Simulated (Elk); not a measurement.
Elk run on FeCo (Pm-3m, 2 atoms in the cell): self-consistent single point.

Level of theory: PBE, all-electron FP-LAPW, Elk's shipped species files, APW+lo basis with extra local orbitals (Elk).

The change in words: lattice scaled by 0.98. Reference geometry:
```xyz
2
Lattice="2.8390 0.0000 0.0000 0.0000 2.8390 0.0000 0.0000 0.0000 2.8390" Properties=species:S:1:pos:R:3 pbc="T T T"
Fe     0.0000     0.0000     0.0000
Co     1.4195     1.4195     1.4195
```
Moments meant for the start (each program seeds them in its own way; μB, in the order of the atoms Fe Co): 4.0 3.0.

Reference input (self-consistent single point, DFT, PBE, all-electron FP-LAPW, Elk's shipped species files, APW+lo basis with extra local orbitals): xctype = 20; spinpol = true; rgkmax = 8; stype = 0; swidth = 0.00734986 Ha; ngridk = 15 15 15; reducebf = 0.8; gmaxvr = 16 1/bohr; nxlo = 2; lorbcnd = true; lmaxi = 2; nempty = 12 per atom. This run's input differs from it in these lines:

```diff
@@ -37,3 +37,3 @@
 scale
-  5.36498916
+  5.25768862
```

The program printed (abridged):

```
│ Self-consistent loop started │
│ Loop number : 1 │
 total energy                :     -2667.03186807
 total moment                :    4.662167730
│ Loop number : 2 │
 total energy                :     -2667.25684876
 total moment                :    4.660343101
RMS change in Kohn-Sham potential (target) :    3.403353906     (  0.1000000000E-05)
Absolute change in total energy (target)   :   0.2249806900     (  0.1000000000E-03)
│ Loop number : 3 │
 total energy                :     -2662.01853105
 total moment                :    4.336349601
RMS change in Kohn-Sham potential (target) :    2.113455455     (  0.1000000000E-05)
   [... lines left out ...]
│ Loop number : 25 │
 total energy                :     -2666.39962450
 total moment                :    4.399187334
RMS change in Kohn-Sham potential (target) :   0.5321575622E-05 (  0.1000000000E-05)
Absolute change in total energy (target)   :   0.3886228019E-03 (  0.1000000000E-03)
│ Loop number : 26 │
 total energy                :     -2666.39966240
 total moment                :    4.399464774
RMS change in Kohn-Sham potential (target) :   0.8968169820E-06 (  0.1000000000E-05)
Absolute change in total energy (target)   :   0.5925833648E-04 (  0.1000000000E-03)
Convergence targets achieved

│ Loop number : 27 │

Energies :
 Fermi                       :     0.379826145108
 xc effective B-field        :    -0.225677934503
 external B-field            :      0.00000000000
 total energy                :     -2666.39973142
 (external B-field energy excluded from total)

Density of states at Fermi energy :    41.69355294
 (states/Hartree/unit cell)

Estimated indirect band gap :   0.1946315606E-03
 from k-point     21 to k-point     14
Estimated direct band gap   :   0.5627129271E-02
 at k-point     14

Charges :
 core                        :    22.00000000
 valence                     :    31.00000000
 interstitial                :    2.145485206
 muffin-tins (core leakage)
  species :    1 (Fe)
   atom    1                 :    24.83366904     (  0.6131983810E-11)
  species :    2 (Co)
   [... lines left out ...]
 total charge                :    53.00000000
 error                       :   0.3432066560E-02

Moments :
 interstitial                :  -0.7613234319E-01
 muffin-tins
  species :    1 (Fe)
   atom    1                 :    2.702959897
  species :    2 (Co)
   atom    1                 :    1.772738227
 total in muffin-tins        :    4.475698124
 total moment                :    4.399565781

│ Self-consistent loop stopped │
```

The run converged in 27 iterations. The count includes the last loop, which Elk runs after its targets are met. Against the reference run the size of the net moment goes from 2.25 to 2.20 μB/atom.

The starting cell comes from a database of computed structures (which also holds hypothetical and non-ambient phases and stackings), without a prior relaxation at this level. For this run, on top of that: lattice scaled by 0.98. The magnetic order is the one reached from the typed start; others were not searched systematically. Values depend on the basis (sphere radii, cutoffs, local orbitals), which need not be converged. The log's line on a gap gives a spacing of levels on this mesh, which the program prints for metals too.

Cost on one core of a shared machine: roughly 2 min.
